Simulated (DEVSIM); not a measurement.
System: abrupt Si p-n junction, at 300 K.

```csv
layer (left to right),material,thickness (μm),Nd (cm⁻³),Na (cm⁻³),τn (s),τp (s)
1,Si,0.180,-,1.7e16,4.2e-5,4.2e-5
2,Si,0.960,3.8e16,-,4.2e-5,4.2e-5
```

Left contact: ohmic. Right contact: ohmic. Voltage is applied to the left contact. Recombination: SRH at mid-gap, radiative, Auger. Mobility is constant in doping.

The device is made up for the run: typed textbook-type constants, with dimensions and the other settings drawn at random. Values at 300 K.

| parameter | Si |
|---|---|
| gap (eV) | 1.124 |
| affinity (eV) | 4.05 |
| permittivity | 11.7 |
| Nc (cm⁻³) | 2.86e19 |
| Nv (cm⁻³) | 3.1e19 |
| μn (cm²/Vs) | 1417 |
| μp (cm²/Vs) | 470 |
| B (cm³/s) | 4.7e-15 |
| Cn (cm⁶/s) | 2.8e-31 |
| Cp (cm⁶/s) | 9.9e-32 |

Simulated with DEVSIM: 1D drift-diffusion, Boltzmann statistics, complete ionisation; no tunnelling, impact ionisation, image-force lowering or self-heating.

Tabulate band edges, carrier densities and field at zero bias.

Energies count from the Fermi level of the right contact; mesh points crowd at the junctions.

```csv
x (μm),Ec (eV),Ev (eV),n (cm⁻³),p (cm⁻³),field (V/cm)
0.000,0.930,-0.194,6800,1.7e16,-9800
0.01281,0.917,-0.207,11000,1.0e16,-11000
0.02871,0.899,-0.225,23000,5.1e15,-13000
0.05259,0.862,-0.262,95000,1.2e15,-18000
0.09360,0.766,-0.358,3800000,3.0e13,-29000
0.1269,0.656,-0.468,2.7e8,4.3e11,-37000
0.1509,0.559,-0.565,1.2e10,1.0e10,-44000
0.1721,0.461,-0.663,5.2e11,2.2e8,-49000
0.1831,0.405,-0.719,4.5e12,2.6e7,-49000
0.1966,0.344,-0.780,4.8e13,2400000,-42000
0.2188,0.266,-0.858,9.8e14,120000,-29000
0.2650,0.188,-0.936,2.0e16,5900,-7300
0.3236,0.172,-0.952,3.6e16,3200,-550
0.4134,0.171,-0.953,3.8e16,3100,≈ 0
0.5997,0.171,-0.953,3.8e16,3100,≈ 0
0.7800,0.171,-0.953,3.8e16,3100,≈ 0
0.9038,0.171,-0.953,3.8e16,3100,≈ 0
0.9945,0.171,-0.953,3.8e16,3100,≈ 0
1.066,0.171,-0.953,3.8e16,3100,≈ 0
1.101,0.171,-0.953,3.8e16,3100,≈ 0
1.123,0.171,-0.953,3.8e16,3100,≈ 0
1.140,0.171,-0.953,3.8e16,3100,≈ 0
```
